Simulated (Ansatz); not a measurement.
The reference is AlAs in the wurtzite structure (space group P6_3mc, No. 186; a model cell, its experimental status unchecked).

```
AlAs
1.0
    4.00332     0.00000     0.00000
   -2.00166     3.46698     0.00000
    0.00000     0.00000     6.58051
Al As
2 2
Direct
  0.66667   0.33333   0.99985
  0.33333   0.66667   0.49985
  0.66667   0.33333   0.62535
  0.33333   0.66667   0.12535
```

Calculations: plane-wave PAW DFT at the PBEsol level (Ansatz, an electronic-structure program, 420 eV), spin-orbit coupling left out, earlier PAW set.

Carriers are added at fixed cell with a uniform background; the Fermi–Dirac width is that of 300 K.

One change was made to it. Results:

The gap between the host's bands falls by 0.013 eV (1.64 eV → 1.62 eV); the Fermi level relative to the doped band's edge (positive inside the band; to 0.05 eV) is +0.15 eV; the gap character is still indirect, Γ → L–M (20 % along).

Q: Which change produced these results?
A) electrons 7.0×10^21 cm⁻³
B) electrons 1.0×10^22 cm⁻³
C) holes 7.0×10^21 cm⁻³
D) holes 1.0×10^22 cm⁻³
E) electrons 1.0×10^21 cm⁻³

A: E, electrons 1.0×10^21 cm⁻³. For comparison, the Fermi level from band edge in the other runs: electrons 7.0×10^21 cm⁻³ gives +0.60 eV; holes 7.0×10^21 cm⁻³ gives +0.75 eV; electrons 1.0×10^22 cm⁻³ gives +0.80 eV; holes 1.0×10^22 cm⁻³ gives +0.85 eV.

Charged cell with a jellium background: band edges are those of the host's band count, energies are not comparable with the neutral cell, and many-body gap narrowing is missing. Stability against distortions was not tested. This is not the structure that AlAs has at room temperature and ambient pressure.
